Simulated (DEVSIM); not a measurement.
System: abrupt InP p-n junction, at 300 K.

Layer 1 from the left is InP, thickness (μm) 41.0, Na (cm⁻³) 2.4e16, τn (s) 5.5e-9, τp (s) 5.5e-9. Layer 2 from the left is InP, thickness (μm) 1.60, Nd (cm⁻³) 1.5e15, τn (s) 5.5e-9, τp (s) 5.5e-9.

Left contact: ohmic. Right contact: ohmic. Voltage is applied to the left contact. Recombination: SRH at mid-gap. Mobility is μmin + (μ − μmin)/(1 + (N/Nref)^α).

The device is made up for the run: typed textbook-type constants, with dimensions and the other settings drawn at random. Values at 300 K.

InP: gap (eV) 1.344, affinity (eV) 4.38, permittivity 12.5, Nc (cm⁻³) 5.7e17, Nv (cm⁻³) 1.1e19, μn (cm²/Vs) 5200, μp (cm²/Vs) 170, μn,min 400, μp,min 10, Nref,n 3e17, Nref,p 4.9e17, αn 0.47, αp 0.62.

Simulated with DEVSIM: 1D drift-diffusion, Boltzmann statistics, complete ionisation; no tunnelling, impact ionisation, image-force lowering or self-heating.

Task: What does the simulation give for the dark forward voltage at 1 A/cm², the dark forward voltage at 100 A/cm², the largest field in the device at zero bias?

Result: dark forward voltage at 1 A/cm² 0.902 V; dark forward voltage at 100 A/cm² 1.512 V; largest field in the device at zero bias 20000 V/cm.
